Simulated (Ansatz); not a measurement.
Take ZrO₂ (space group P4_2/nmc, No. 137; a = 3.621 Å, c = 5.284 Å) as the base.

The values are results of Ansatz (a first-principles code), PBE, PAW, cutoff 420 eV, without spin-orbit coupling, earlier PAW set, not measurements.

One change was made to it. Results:

```csv
quantity,base,after
lattice parameter a,362.1 pm,355.1 pm
width of the top valence band,0.87 eV,1.03 eV
```

Question: Name the change that was made.
(A) pressure 2.1 GPa
(B) pressure −2 GPa
(C) pressure 4.5 GPa
(D) pressure 15 GPa

Answer: D, pressure 15 GPa. For comparison, the lattice parameter a in the other runs: pressure −2 GPa gives 363.2 pm; pressure 4.5 GPa gives 359.8 pm; pressure 2.1 GPa gives 361.0 pm.

The levels and masses belong to the bands next to the band gap. Load acts through the strain it causes; cell and atoms are relaxed under it. Stability against distortions was not tested. No other phases were tried under pressure. This is not the structure that ZrO2 has at room temperature and ambient pressure.
